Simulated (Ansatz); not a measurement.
The starting structures come from a database of crystals and need not be the phases stable at ambient conditions.

By PBEsol, the system below comes out a metal.

Without scattering a metal conducts by its projected Fermi surface.

```
Li
1.0
    3.06436     0.00000     0.00000
    0.00000     4.33366     0.00000
    1.53218     2.16683     1.53218
Li
1
Direct
  0.00000   0.00000   0.00000
```

The cell is taken as given.

The current flows along the normal of the first two printed cell vectors, the (110) plane of the conventional cell. No spin-orbit coupling; the value is a mean over 0.1 eV about the Fermi level.

**Question.** State the ballistic conductance per area according to PBEsol in Ansatz (an electronic-structure program).

**Answer.** 0.81 × 10¹⁵ S/m² for both spins.
